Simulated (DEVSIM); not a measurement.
Structure: Cr/Al2O3/n-Si capacitor, at 300 K.

```tsv
layer (left to right)	material	thickness (nm)	Nd (cm⁻³)
1	Al2O3	4.10	-
2	Si	620	8.7e17
```

Metal gate on the left, work function 4.5 eV. Fixed charge at the semiconductor interface 2.6e12 cm⁻² (in units of +e); no interface traps.

This is a model device: material constants are rounded textbook-type values typed into the input, and sizes, dopings and lifetimes were drawn at random. Values at 300 K.

| parameter | Al2O3 | Si |
|---|---|---|
| gap (eV) | 6.8 | 1.124 |
| affinity (eV) | 1.35 | 4.05 |
| permittivity | 9 | 11.7 |
| Nc (cm⁻³) | - | 2.86e19 |
| Nv (cm⁻³) | - | 3.1e19 |

Model (solved in DEVSIM): 1D Poisson equation in equilibrium, Boltzmann statistics, complete ionisation; no quantum confinement or tunnelling. Metal contacts follow the ideal Schottky-Mott rule: no Fermi-level pinning, no interface dipoles.

**Question.** Tabulate band edges, carrier densities and field at -0.6 V on the gate.

**Answer.** Energies count from the Fermi level of the right contact; mesh points crowd at the junctions.

```
x (μm)     Ec (eV)  Ev (eV)  n (cm⁻³)  p (cm⁻³)  field (V/cm)
---------  -------  -------  --------  --------  ------------
0.000        3.750   -3.050     < 1e2     < 1e2      -1000000
0.0008146    3.668   -3.132     < 1e2     < 1e2      -1000000
0.001866     3.562   -3.238     < 1e2     < 1e2      -1000000
0.002924     3.455   -3.345     < 1e2     < 1e2      -1000000
0.004071     3.339   -3.461     < 1e2     < 1e2       -940000
0.005003     0.603   -0.521     2.1e9    5.5e10       -360000
0.006733     0.543   -0.581    2.2e10     5.3e9       -340000
0.01148      0.397   -0.727    6.1e12     1.9e7       -270000
0.01810      0.244   -0.880    2.2e15     52000       -190000
0.03079      0.110   -1.014    4.1e17       280        -40000
0.05409      0.090   -1.034    8.7e17       130          -260
0.1180       0.090   -1.034    8.7e17       130           ≈ 0
0.2142       0.090   -1.034    8.7e17       130           ≈ 0
0.3712       0.090   -1.034    8.7e17       130           ≈ 0
0.5084       0.090   -1.034    8.7e17       130           ≈ 0
0.5616       0.090   -1.034    8.7e17       130           ≈ 0
0.5906       0.090   -1.034    8.7e17       130           ≈ 0
0.6064       0.090   -1.034    8.7e17       130           ≈ 0
0.6169       0.090   -1.034    8.7e17       130           ≈ 0
0.6205       0.090   -1.034    8.7e17       130           ≈ 0
0.6227       0.090   -1.034    8.7e17       130           ≈ 0
0.6241       0.090   -1.034    8.7e17       130           ≈ 0
```
